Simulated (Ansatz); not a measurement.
## Nb2InC, pressure series

Base system: Nb2InC (space group P6_3/mmc, No. 194; a = 3.159 Å, c = 14.331 Å; a cell from a computed database, its experimental status unchecked).

Cell and atoms are relaxed at each pressure.

All numbers come from PBEsol (Ansatz, a quantum-chemistry and plane-wave program), no spin-orbit coupling.

Notes on the quantities. enthalpy: H = E + PV relative to the base's energy.

| variant | enthalpy | density |
|---|---|---|
| base | – | 8.38 g/cm³ |
| pressure 0.3 GPa | +0.03 eV/atom | 8.40 g/cm³ |
| pressure 0.7 GPa | +0.07 eV/atom | 8.42 g/cm³ |
| pressure 1.5 GPa | +0.14 eV/atom | 8.46 g/cm³ |
| pressure 3 GPa | +0.29 eV/atom | 8.52 g/cm³ |
| pressure 5 GPa | +0.48 eV/atom | 8.61 g/cm³ |
| pressure 7.5 GPa | +0.71 eV/atom | 8.72 g/cm³ |

Load acts through the strain it causes; cell and atoms are relaxed under it. No phonon test of stability was made. Competing high-pressure phases were not computed. All final runs are without spin polarisation.
